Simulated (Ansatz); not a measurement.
For Au3Ag (Pm-3m, No. 221, 4 atoms in the cell; start mp-863750), PBEsol in Ansatz (plane waves, PAW) gives:

```
Property                   Value
------------------  ------------
lattice constant a       4.072 Å
bulk modulus             161 GPa
cohesive energy     3.62 eV/atom
```

Task: What does r²SCAN (Ansatz, an electronic-structure program, PAW) give for the same quantities?

Result: 
- lattice constant a: 4.116 Å (goes up by 1.1 %)
- bulk modulus: 140 GPa (shrinks by 13 %)
- cohesive energy: 3.34 eV/atom (falls by 0.28 eV/atom)

Changes are worked out from the printed values.

Unless a cell is named, each level is at its own relaxed cell (PBEsol 16.88, r²SCAN 17.43 Å³/atom).

Levels without +SOC leave out spin–orbit coupling, which shifts energies and cells of such heavy elements.

Caveats: the bulk modulus is −V dP/dV from two relaxed cells at ±2 % in volume (PBEsol, r²SCAN); the relaxation could not lower the start's symmetry, so the cell can be a saddle point above a distorted one (PBEsol, r²SCAN). Ansatz's density-functional and Hartree–Fock values are scalar-relativistic unless marked +SOC, with PAW data made under PBE.

A start named mp-… is a Materials Project structure, which need not be a measured phase.
